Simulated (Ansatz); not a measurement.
# A computed series for Ir: response to strain

Take Ir in the fcc (Cu type) structure (space group Fm-3m, No. 225; a = 3.812 Å; relaxed with 0.1 eV smearing) as the base. Axes: x, y, z lie along the cube axes.

Strains are applied to the cell and any free atomic positions relax.

Level of theory: Ansatz (a program for electronic structure) LDA, no SOC.

Notes on the quantities. energy relative to the base: free energy F; pressure: mean of the normal stresses, compression positive.

```tsv
variant	energy relative to the base	shortest interatomic distance	pressure
base	0 meV/atom	2.695 Å	0.0 GPa
tensor shear ε_xy = +2.00 %	+20 meV/atom	2.641 Å	0.9 GPa
tensor shear ε_xy = +1.14 %	+6.5 meV/atom	2.665 Å	0.3 GPa
tensor shear ε_xy = +0.29 %	+0.4 meV/atom	2.688 Å	0.0 GPa
tensor shear ε_xy = +1.71 %	+15 meV/atom	2.649 Å	0.6 GPa
tensor shear ε_xy = +0.86 %	+3.7 meV/atom	2.672 Å	0.2 GPa
tensor shear ε_xy = +1.43 %	+10 meV/atom	2.657 Å	0.4 GPa
tensor shear ε_xy = +0.57 %	+1.6 meV/atom	2.680 Å	0.1 GPa
```

Stability against distortions was not tested. All final runs are without spin polarisation.
